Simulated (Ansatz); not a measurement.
**A computed series for Zr: pressure series**

Start from Zr in the hcp (Mg type) structure (space group P6_3/mmc, No. 194; a = 3.246 Å, c = 5.151 Å).

Cell and atoms are relaxed at each pressure.

The values are results of DFT with r2SCAN, PAW potentials and a 500 eV plane-wave cutoff in Ansatz (an electronic-structure program), no spin-orbit coupling, not measurements.

Notes on the quantities. enthalpy: H = E + PV relative to the base's energy.

```tsv
change	enthalpy	density
base	–	6.45 g/cm³
pressure −2 GPa	-0.30 eV/atom	6.31 g/cm³
pressure −1 GPa	-0.15 eV/atom	6.38 g/cm³
pressure 0.9 GPa	+0.13 eV/atom	6.51 g/cm³
pressure 2.1 GPa	+0.30 eV/atom	6.58 g/cm³
pressure 4.5 GPa	+0.65 eV/atom	6.74 g/cm³
pressure 9 GPa	+1.26 eV/atom	7.00 g/cm³
pressure 15 GPa	+2.06 eV/atom	7.33 g/cm³
pressure 22.5 GPa	+3.00 eV/atom	7.72 g/cm³
pressure 30 GPa	+3.90 eV/atom	8.09 g/cm³
```

Load acts through the strain it causes; cell and atoms are relaxed under it. No phonon test of stability was made. All final runs are without spin polarisation. Measured, Zr leaves this structure (for the ω phase) near 3 GPa (temperature not stated; as listed in C. Cazorla, D. Alfè, M. J. Gillan, Physical Review B (2008)).
